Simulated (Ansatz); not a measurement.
System: PbSe (Cmcm, No. 63, 4 atoms in the cell; start mp-1063670; high-pressure phase). Method: LDA (Ansatz, a quantum-chemistry and plane-wave program, PAW).

Run with plane-wave cutoff 520 eV, 8×8×8 k mesh, Fermi–Dirac smearing 0.01 eV, scalar-relativistic PAW data made under PBE.

Cell (relaxed at this level):

```
PbSe
1.0
    2.09900    -5.82181     0.00000
    2.09900     5.82181     0.00000
    0.00000     0.00000     4.36879
Pb Se
2 2
Cartesian
  2.09900  -1.46776   3.27660
  2.09900   1.46776   1.09220
  2.09900  -4.26623   3.27660
  2.09900   4.26623   1.09220
```

### Question
Estimate the band gap, direct gap at Γ and bulk modulus that the calculation returns.

### Answer

* **band gap**: 0.64 eV (on the SCF k mesh)
* **direct gap at Γ**: 4.82 eV
* **bulk modulus**: 43.7 GPa

Note: the relaxation could not lower the start's symmetry, so the cell can be a saddle point above a distorted one; the bulk modulus is −V dP/dV from two relaxed cells at ±2 % in volume.

Spin–orbit coupling is not included; with these elements it can move the gap by several tenths of an eV or more.

Static lattice: no zero-point or thermal effects.

Computing time: about 70 core-seconds (a rough figure).

A start named mp-… is a Materials Project structure, which need not be a measured phase.
